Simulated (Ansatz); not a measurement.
## Response to strain in IrO2

Start from IrO$_{2}$ (space group Pa-3, No. 205; a = 4.863 Å; a cell from a computed database, its experimental status unchecked). Axes: x, y, z lie along the cube axes.

Strains are applied to the cell and any free atomic positions relax; under biaxial strain the out-of-plane vector relaxes too.

Level of theory: Ansatz (a first-principles code) PBEsol, no spin-orbit coupling.

Notes on the quantities. pressure: mean of the normal stresses, compression positive; energy relative to the base: free energy F.

```csv
change,pressure,energy relative to the base,space group,largest internal atomic displacement
base,0.0 GPa,0 meV/atom,Pa-3 (No. 205),–
"biaxial strain −3.92 %, plane normal [110], relaxed out of plane",17.3 GPa,+58 meV/atom,P2_1/c (No. 14),–
isotropic strain −1.50 %,16.4 GPa,+21 meV/atom,Pa-3 (No. 205),0.017 Å
isotropic strain +5.83 %,-37.0 GPa,+0.242 eV/atom,Pa-3 (No. 205),[?]
tensor shear ε_xy = −3.01 %,[?],+19 meV/atom,P2_1/c (No. 14),0.021 Å
```

Task: What belongs in the blanks?

Result: 
- isotropic strain +5.83 %, largest internal atomic displacement: 0.052 Å
- tensor shear ε_xy = −3.01 %, pressure: 0.6 GPa

Without a gap, meshes like the base's 8×8×8 leave anisotropic stresses uncertain by several tenths of a GPa, and small strain energies with them. Stability against distortions was not tested. No Hubbard U is applied, and correlation can decide whether such a compound is a metal. All final runs are without spin polarisation.
